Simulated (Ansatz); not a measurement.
The parent structure is AlN in the zinc blende structure (space group F-43m, No. 216).

```
CELL_PARAMETERS angstrom
      0.00000     2.18885     2.18885
      2.18885     0.00000     2.18885
      2.18885     2.18885     0.00000
ATOMIC_POSITIONS crystal
  N  0.75000 0.75000 0.75000
  Al 0.00000 0.00000 0.00000
```

Level of theory: Ansatz (an electronic-structure program) PBEsol, no spin-orbit coupling.

For the base:

| Item | Value |
|---|---|
| Valley order | X along ⟨100⟩ 3.19 eV; Γ 4.06 eV |

One thing is altered: electron doping at 7.0×10^20 cm⁻³ (0.0147 per cell), with a uniform compensating background at fixed cell and a 300 K Fermi–Dirac width.

Estimate the effect on the Fermi level from band edge and valley order.

The Fermi level relative to the doped band's edge (positive inside the band; to 0.05 eV) comes out as +0.35 eV; the valley order (the lowest conduction-band minima on the path, energy above the VBM, named in the base's zone) becomes X along ⟨100⟩ 3.19 eV; Γ 4.05 eV (base: X along ⟨100⟩ 3.19 eV; Γ 4.06 eV).

Charged cell with a jellium background: band edges are those of the host's band count, energies are not comparable with the neutral cell, and many-body gap narrowing is missing. The levels and masses belong to the bands next to the band gap. No phonon test of stability was made. This is not the structure that AlN has at room temperature and ambient pressure.
